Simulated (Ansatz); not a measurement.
The reference is ZnRh in the CsCl type structure (space group Pm-3m, No. 221; a cell from a computed database, its experimental status unchecked; relaxed with 0.1 eV smearing).

```
ZnRh
1.0
    2.97388     0.00000     0.00000
    0.00000     2.97388     0.00000
    0.00000     0.00000     2.97388
Zn Rh
1 1
Direct
  0.50000   0.50000   0.50000
  0.00000   0.00000   0.00000
```

Cartesian axes are those of the cell as printed.

All numbers come from PBEsol (Ansatz, an electronic-structure program), spin-orbit coupling left out.

Base values:

* **Volume per atom**: 13.15 Å³

Now apply this change: tensile biaxial strain of 4.65 % in the plane normal to [110], as in epitaxy on a mismatched substrate; the out-of-plane cell vector and the atoms relax.

**Question.** How does this affect the volume per atom?

**Answer.** The volume per atom increases by 0.71 Å³ to 13.86 Å³.

**Question.** What does the calculation give for the in-plane stress after the change?

**Answer.** The mean in-plane stress (compression positive) comes out as -12.1 GPa.

No phonon test of stability was made. The final runs are not spin-polarised.
